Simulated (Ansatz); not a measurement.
Functionals compared on the (31-42) surface of hcp Ru in its 1x1 cell, outermost plane spacing 0.21 Å in the ideal cut, in Ansatz (plane waves, PAW). The structure was relaxed with PBE; the other rows are single points on it, each with its references at the same level. Cutoff 420 eV (500 eV for r2SCAN).

Set-up: 34 atoms, 10.2 Å thick at the start (thin: gaps and levels are the slab's own); mesh 6x6x1; 0.1 eV smearing; dipole correction on; all atoms relaxed; held to the start's symmetry, so lower structures may exist; no spin, no spin-orbit, no U. These notes are the PBE run's.

```csv
functional,surface energy (J/m²),work function of the top face (eV),rough cost of the single point
PBE,3.25,4.55,–
LDA,3.89,4.90,roughly 15 core-minutes
PBEsol,3.70,4.66,very roughly 15 core-minutes
RPBE,2.98,4.38,roughly 16 core-minutes
r2SCAN,___,___,about 30 core-minutes (a rough figure)
```

Question: Fill in the missing entries.

Answer: 
- r2SCAN, surface energy (J/m²): 3.49
- r2SCAN, work function of the top face (eV): 4.54

Ansatz is a quantum-chemistry and plane-wave program.
